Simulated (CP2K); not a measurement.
Troubleshooting CP2K: a failed run on La3In (P1, 4 atoms in the cell). The aim is a self-consistent single point with DFT PBEsol, GPW, DZVP-MOLOPT-SR-GTH basis, GTH-PBE potentials (GTH_POTENTIALS).

Cell that was meant: a = 5.0854 Å, b = 5.0854 Å, c = 5.0854 Å, α = 90.00°, β = 90.00°, γ = 90.00°.

Part of the input:

```
        NBUFFER 8
        BETA 1.5
      &END MIXING
    &END SCF
    &KPOINTS
      SCHEME MONKHORST-PACK 3 3 3
    &END KPOINTS
```

Output, abridged:

```
 SCF WAVEFUNCTION OPTIMIZATION

  Step     Update method      Time    Convergence         Total energy    Change
     1 NoMix/Diag. 0.20E+00      -     2.31242913      -152.3113356696 -1.52E+02
     2 Broy./Diag. 0.20E+00      -     0.02503573      -152.2577354077  5.36E-02
     3 Broy./Diag. 0.20E+00      -     0.11322121      -151.6117830064  6.46E-01
     4 Broy./Diag. 0.20E+00      -     0.04608750      -151.3384707001  2.73E-01
     5 Broy./Diag. 0.20E+00      -     0.02167766      -151.2377645026  1.01E-01
     6 Broy./Diag. 0.20E+00      -     0.02313960      -151.0592168462  1.79E-01
   [... 90 lines left out ...]
    97 Broy./Diag. 0.20E+00      -     0.00004329      -151.0363814366  1.23E-01
    98 Broy./Diag. 0.20E+00      -     0.02129495      -151.0367793641 -3.98E-04
    99 Broy./Diag. 0.20E+00      -     0.00018127      -151.1599746675 -1.23E-01
   100 Broy./Diag. 0.20E+00      -     0.03160782      -151.1598835539  9.11E-05
  Leaving inner SCF loop after reaching   100 steps.

  Overlap energy of the core charge distribution:               0.00000000000000
  Self energy of the core charge distribution:               -281.35361519171795
  Core Hamiltonian energy:                                     65.50863822132310
   [... lines left out ...]
  Total energy:                                              -151.15988355388865
   [... lines left out ...]
 * [ABORT]                                                                     *
 *  \___/     SCF run NOT converged. To continue the calculation regardless,   *
 *    |             please set the keyword IGNORE_CONVERGENCE_FAILURE.         *
 *  O/|                                                                        *
 * /| |                                                                        *
 * / \                                                            qs_scf.F:702 *
 *******************************************************************************

 ===== Routine Calling Stack =====

            4 scf_env_do_scf
            3 qs_energies
            2 qs_forces
            1 CP2K
Abort(1) on node 0 (rank 0 in comm 0): application called MPI_Abort(MPI_COMM_WORLD, 1) - process 0
```

Question: Diagnose the run.

Answer: The fault is no smearing in a metal on a k-point mesh. A sharp Fermi level over a finite mesh makes levels switch between full and empty from one iteration to the next. To fix it, switch a smearing on, with added empty orbitals. The run ended unconverged after 100 iterations.

An input that runs soundly differs in these lines (not the only fix; some lines may just follow from the change or write a value another way):
```diff
+      &SMEAR ON
+        METHOD FERMI_DIRAC
+        ELECTRONIC_TEMPERATURE [K] 1160.45
+      &END SMEAR
```

With that input, the run converged in 19 iterations: free energy E − TS -4112.5887 eV; Fermi level (on the code's own zero) 9.07 eV; pressure -0.93 GPa; largest force (vector length) 0.267 eV/Å (DFT PBEsol, GPW, DZVP-MOLOPT-SR-GTH basis, GTH-PBE potentials (GTH_POTENTIALS)).

On the sound input: the starting cell comes from a database of published, mostly measured structures (it also holds non-ambient and calculated ones), without a prior relaxation at this level. Its atoms were displaced at random from the sites of space group no. 221. Values carry the incompleteness of an atom-centred basis. The potentials were made for another functional than the one used. Without a gap this mesh is coarse (it stands for a supercell whose shortest vector is 15 Å).
